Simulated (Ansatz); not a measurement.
# Phonon-limited transport in LiPt (P-6m2)

Data:

```
LiPt
1.0
    2.72136     0.00000     0.00000
   -1.36068     2.35677     0.00000
    0.00000     0.00000     4.19118
Li Pt
1 1
Direct
  0.00000   0.00000   0.50000
  0.66667   0.33333   0.00000
```

The numbers are results of PBEsol, DFPT electron-phonon coupling, linearised Boltzmann equation (plane waves, PAW, scalar-relativistic; Ansatz, an electronic-structure program), not measurements. Cell: relaxed with this functional, without spin-orbit coupling.

The resistivity at 300 K is 3.4 (x), 3.4 (y), 11.2 (z) μΩ·cm, the resistivity at 77 K is 0.51 (x), 0.51 (y), 1.79 (z) μΩ·cm and the electron mean free path at 300 K (weighted by the current that each state carries) is 23 (x), 23 (y), 28 (z) nm. The electron-phonon coupling λ comes out as 0.197 and the transport coupling λ_tr is 0.20 (x), 0.20 (y), 0.123 (z). The logarithmic mean phonon energy is 15.8 meV and the density of states at the Fermi level is 0.30 states/(eV·spin·cell). The drude plasma energy is 8.0 (x), 8.0 (y), 3.5 (z) eV.

A metal at this level (no band gap). Only scattering by harmonic phonons is included (no impurities, grain boundaries, electron-electron scattering or thermal expansion). Spin-orbit coupling is left out, which matters with elements this heavy. Halving the electron mesh (36x36x20) moves the resistivity by up to 10 % at 300 K, the mean free path by up to 4 %, the coupling by up to 4 %. Smearing 0.20 eV; phonons on a 6x6x3 q mesh, which this run doesn't test and which matters most at low temperature.

Formula and space group known from diffraction (Crystallography Open Database), not checked to be the room-temperature form: LiPt (P-6m2).
